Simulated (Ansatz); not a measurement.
Fluorite ZrO₂ (high-temperature phase): LDA at its full settings (plane-wave cutoff 520 eV, 12×12×12 k mesh, Fermi–Dirac smearing 0.01 eV, scalar-relativistic PAW data made under PBE) and at cheaper ones, in a cell of 3 atoms with Γ-centred meshes.

```csv
level and setting,lattice constant a (Å),bulk modulus (GPa)
LDA (Ansatz),5.026,271
LDA (Γ point alone) (Ansatz),4.780,312
LDA (2×2×2 k mesh) (Ansatz),5.055,269
LDA (4×4×4 k mesh) (Ansatz),5.026,271
```

Largest shifts from the full settings: lattice constant a -4.89 % (LDA (Γ point alone)), against a difference of -1.26 % of the full result from the reference 5.090 Å (measured, 0 K, extrapolated to 0 K from high-temperature diffraction of the cubic phase (5.27 Å at 2410 °C), as arXiv:1708.09424 says of the same reference; as tabulated in Zhao and Vanderbilt (2002), arXiv:cond-mat/0108491); bulk modulus +15.1 % (LDA (Γ point alone)), against a difference of +9.3 % of the full result from the reference 248 GPa (measured, room temperature, yttria-stabilised, extrapolated to 0 % yttrium; as tabulated in Shin et al. (2018), arXiv:1708.09424).

Caveats: symmetry holds this phase in the static calculation, where it need not be a minimum (LDA, LDA (Γ point alone), LDA (2×2×2 k mesh), LDA (4×4×4 k mesh)). Ansatz's density-functional and Hartree–Fock values are scalar-relativistic unless marked +SOC, with PAW data made under PBE.

Run with cheap settings on purpose, which may leave them unconverged: LDA (2×2×2 k mesh), LDA (4×4×4 k mesh), LDA (Γ point alone).

Ansatz is a quantum-chemistry and plane-wave program.
